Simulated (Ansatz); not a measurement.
Consider P-vacancy pair (P on one host Si site, one Si site vacant) in silicon, charge state +1. Method: PBE, PAW (plane waves to 420 eV; Ansatz, an electronic-structure program).

Cell of 216 host sites held at the relaxed PBE lattice; one k-point at (0.250, 0.250, 0.250); Fermi-Dirac width 0.01 eV, spin-restricted; finite-size errors left in. No zero-point or tunnelling terms. The charge state is imposed; whether it is stable for some Fermi level was not computed. Forms of the defect that were not tried may lie lower.

Barriers: single points on a 2×2×2 k-point mesh shifted by half a step at the bands' geometries (they differ from the bands' own by up to 0.09 eV, and are uncertain by about as much).

The step: a nearby Si atom hops onto the vacant site (P-vacancy distance between ideal sites 2.37 → 3.87 Å). Atoms about the jump, Cartesian Å from the middle of the jump, before and after:

```json
[
 {"atom": "Si1", "x0": "-0.44", "y0": "0.67", "z0": "0.56", "x1": "0.44", "y1": "-0.67", "z1": "-0.56"},
 {"atom": "Si2", "x0": "2.10", "y0": "-1.88", "z0": "0.57", "x1": "2.06", "y1": "-2.04", "z1": "0.57"},
 {"atom": "P3", "x0": "-0.56", "y0": "-1.98", "z0": "-2.09", "x1": "-0.60", "y1": "-2.08", "z1": "-2.13"},
 {"atom": "Si4", "x0": "2.09", "y0": "0.68", "z0": "-1.98", "x1": "1.97", "y1": "0.66", "z1": "-2.01"},
 {"atom": "Si5", "x0": "-1.90", "y0": "-0.67", "z0": "1.89", "x1": "-1.79", "y1": "-0.68", "z1": "1.74"},
 {"atom": "Si6", "x0": "0.80", "y0": "2.08", "z0": "1.97", "x1": "0.45", "y1": "2.11", "z1": "1.69"},
 {"atom": "Si7", "x0": "-1.90", "y0": "2.01", "z0": "-0.79", "x1": "-1.66", "y1": "2.08", "z1": "-0.45"}
]
```

### Question
Give the saddle-point geometry and the barrier.

### Answer

```
atom      x      y      z
----  -----  -----  -----
Si1    0.30  -0.41  -0.34
Si2    2.01  -1.92   0.62
P3    -0.60  -1.99  -2.06
Si4    1.93   0.71  -1.96
Si5   -1.77  -0.67   1.68
Si6    0.62   1.93   1.71
Si7   -1.88   2.06  -0.72
```
It lies 0.76 eV above the start and 0.18 eV above the end. The saddle point's order was not checked.
